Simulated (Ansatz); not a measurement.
Take Ag2S in the anti-fluorite structure (space group Fm-3m, No. 225; a = 6.0902 Å; a model cell, its experimental status unchecked) as the base. Axes: x, y, z lie along the cube axes.

Method: PBEsol, PAW, 420 eV (Ansatz, a program for electronic structure; no spin-orbit coupling), earlier PAW set.

Strains are applied to the cell and any free atomic positions relax.

One change was made to it. Results:

The energy increases by 0.8 meV/atom; the shortest interatomic distance drops by 0.012 Å to 2.625 Å.

Problem. Which of these changes matches the shifts?
A) strain tensor (xx, yy, zz, yz, xz, xy) = (−0.48, +0.23, −0.62, −0.23, +0.76, −0.63) %
B) uniaxial strain ε_yy = +1.24 %
C) uniaxial strain ε_zz = −5.23 %

Solution. A, strain tensor (xx, yy, zz, yz, xz, xy) = (−0.48, +0.23, −0.62, −0.23, +0.76, −0.63) %. For comparison, the shortest interatomic distance in the other runs: uniaxial strain ε_zz = −5.23 % gives 2.592 Å; uniaxial strain ε_yy = +1.24 % gives 2.648 Å.

Stability against distortions was not tested. The final runs are not spin-polarised. This is not the structure that Ag2S has at room temperature and ambient pressure.
